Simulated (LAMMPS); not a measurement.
Quenches at 1e+13 K/s across the composition of Al (fcc) with a share x of Al sites Cu; each row starts from its own melt temperature.

Level of theory: classical MD, pair style eam/alloy, file AlCu.eam.alloy (LAMMPS).

```csv
x,density,state
0.1,3.03 g/cm³ (one sample),partly crystallised
0.25,3.79 g/cm³ (one sample),glass
0.5,5.22 g/cm³ (one sample),glass
0.75,6.81 g/cm³ (one sample),glass
0.9,7.88 g/cm³ (one sample),crystallised
```

Caution (rows 0.1; 0.9): the cell keeps the atom count and shape of the starting crystal, which eases freezing.
